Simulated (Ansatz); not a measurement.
B2O3 (model structure, P-62c, No. 190, 10 atoms in the cell) was calculated with r²SCAN+rVV10 in Ansatz (plane waves, PAW).

Settings: plane-wave cutoff 560 eV, 12×12×6 k mesh (along the axes of the cell as run), Fermi–Dirac smearing 0.01 eV, scalar-relativistic PAW data made under PBE.

Cell (relaxed at this level):

```cif
data_B4O6
_chemical_formula_sum 'O6 B4'
_space_group_name_H-M_alt 'P 1'
_space_group_IT_number 1
_cell_length_a 4.35478
_cell_length_b 4.35478
_cell_length_c 6.33612
_cell_angle_alpha 90.000
_cell_angle_beta 90.000
_cell_angle_gamma 120.000
loop_
_space_group_symop_operation_xyz
  'x, y, z'
loop_
_atom_site_label
_atom_site_type_symbol
_atom_site_fract_x
_atom_site_fract_y
_atom_site_fract_z
_atom_site_occupancy
O1 O 0.95590 0.28904 0.25000 1
B1 B 0.66667 0.33333 0.25000 1
B2 B 0.00000 0.00000 0.25000 1
O2 O 0.71096 0.66686 0.25000 1
O3 O 0.33314 0.04410 0.25000 1
O4 O 0.28904 0.95590 0.75000 1
B3 B 0.00000 0.00000 0.75000 1
B4 B 0.33333 0.66667 0.75000 1
O5 O 0.04410 0.33314 0.75000 1
O6 O 0.66686 0.71096 0.75000 1
```

Task: Give the computed band gap.

Result: 
- band gap: 5.53 eV (on the SCF k mesh)

Note: the relaxation could raise the start's symmetry but not lower it, so the cell can be a saddle point.

Computed values are for the static lattice.

It cost about 9 core-minutes (a rough figure) of CPU time.

A model structure was made by putting elements into a prototype or built by hand; it is no filed structure, need not be a known phase, and can be a saddle point held by its symmetry.

Ansatz is a program for electronic structure.
